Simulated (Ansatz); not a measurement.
Troubleshooting Ansatz (a first-principles code): a failed run on a sheet of SnSe2 (3 atoms in the cell). The aim is a self-consistent single point with DFT, PBE, plane waves, default PAW files.

Cell that was meant: a = 3.8121 Å, b = 3.8121 Å, c = 17.0997 Å, α = 90.00°, β = 90.00°, γ = 120.00°.

Part of the input:

```yaml
  lattice:
    - [3.812082, 0.000000, 0.000000]
    - [-1.906040, 3.301360, 0.000000]
    - [1.906042, 3.301360, 0.000000]
  atoms:
    - { symbol: Sn, position: [0.000000, 0.000000, 0.500000] }
    - { symbol: Se, position: [0.333333, 0.666667, 0.590637] }
```

Log, with long lists cut:

```
Error: invalid value for `crystal.lattice`: the lattice is degenerate (Ω = 0 Å³): its volume is under 1e-10 Å³
```

Q: Read the log: what does the program object to, and what is the fix?

A: The fault is linearly dependent lattice vectors. Three vectors in one plane span no volume, and the reciprocal lattice does not exist. To fix it, correct the lattice vector. The program stopped before any SCF iteration.

The sound input it was made from differs as follows (other fixes are possible):
```diff
-    - [1.906042, 3.301360, 0.000000]
+    - [0.000000, 0.000000, 17.099736]
```

With that input, the run converged in 7 iterations: free energy E − TS (on the zero of these files) -16963.3315 eV; gap on the k-point mesh 1.01 eV; pressure averaged over the cell with its vacuum 1.36 GPa; largest force (vector length) 0.637 eV/Å (DFT, PBE, plane waves, default PAW files).

On the sound input: the starting cell was generated: these elements placed on a structure prototype, without a prior relaxation; it need not be a known phase or ordering of this composition. Its lattice was rescaled in the plane by a random factor within 2.5 % of one.
